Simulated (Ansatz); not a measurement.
## Ba under a change: isotropic strain +1.50 %

Base system: Ba in the bcc (W type) structure (space group Im-3m, No. 229; a = 4.8819 Å; relaxed with 0.1 eV smearing).

One thing is altered: an isotropic linear strain of +1.50 %, atoms relaxed at fixed cell.

All numbers come from PBEsol, PAW, 420 eV (Ansatz, an electronic-structure program; spin-orbit coupling left out). k-mesh 19×19×19 (Γ-centred); smearing 0.1 eV (Fermi–Dirac).

- Volume per atom = 60.83 Å³ (base 58.17 Å³)
- Space group = Im-3m (No. 229) (base Im-3m (No. 229))
- Energy relative to the base (free energy F) = +3.1 meV/atom
- Pressure = -0.4 GPa (base 0.0 GPa)
- Band gap = zero (base zero)

No phonon test of stability was made.
